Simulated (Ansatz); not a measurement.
The reference is TiSi2 (space group Fddd, No. 70; a = 4.780 Å, b = 8.232 Å, c = 8.522 Å). Axes: x, y, z lie along a, b, c of the conventional cell.

The values are results of r2SCAN (Ansatz, a program for electronic structure, PAW, no SOC), earlier PAW set, not measurements.

Base values:

- Pressure = 0.0 GPa
- Shortest interatomic distance = 2.520 Å

Now apply this change: a pure shear with ε_xz = ε_zx = 0.0126, atoms relaxed at fixed cell.

**Question.** Estimate the effect on the pressure.

**Answer.** The pressure (mean of the normal stresses, compression positive) is still 0.0 GPa.

**Question.** How does this affect the shortest interatomic distance?

**Answer.** The shortest interatomic distance drops by 0.015 Å (2.520 Å → 2.505 Å).

**Question.** Predict the new largest internal atomic displacement.

**Answer.** The largest internal atomic displacement is 0.022 Å.

**Question.** What happens to the energy relative to the base?

**Answer.** The energy grows by 3.1 meV/atom.

Without a gap, meshes like the base's 13×13×13 leave anisotropic stresses uncertain by several tenths of a GPa, and small strain energies with them. The cells carry an imposed strain or load. Whether these cells are dynamically stable was not tested. All final runs are without spin polarisation.
